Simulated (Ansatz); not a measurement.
## Point defects in Cu

Base system: a 12-atom supercell of Cu in the fcc (Cu type) structure (space group Fm-3m, No. 225; a = 3.630 Å) at its relaxed geometry.

One neutral defect a cell, atoms relaxed at fixed cell.

The values are results of PBE (Ansatz, an electronic-structure program; PAW; 420 eV plane waves; no SOC), not measurements.

```json
[
 {"case": "perfect supercell", "pressure": "0.0 GPa", "largest displacement of a host atom from its site in the perfect cell": "–"},
 {"case": "H interstitial (started 1.57 Å from the nearest host atom), symmetric start", "pressure": "4.2 GPa", "largest displacement of a host atom from its site in the perfect cell": "0.11 Å"},
 {"case": "Au on a Cu site, symmetric start", "pressure": "7.4 GPa", "largest displacement of a host atom from its site in the perfect cell": "0.06 Å"},
 {"case": "H interstitial (started 1.81 Å from the nearest host atom), symmetric start", "pressure": "2.9 GPa", "largest displacement of a host atom from its site in the perfect cell": "0.03 Å"},
 {"case": "Li interstitial (started 1.57 Å from the nearest host atom), symmetric start", "pressure": "17.8 GPa", "largest displacement of a host atom from its site in the perfect cell": "0.76 Å"}
]
```

The cell is small, so the values are those of an ordered compound at a high defect concentration; dilute-limit values will differ. The defect started on the symmetric site and kept its symmetry, so it may sit on a saddle. The final runs are not spin-polarised.
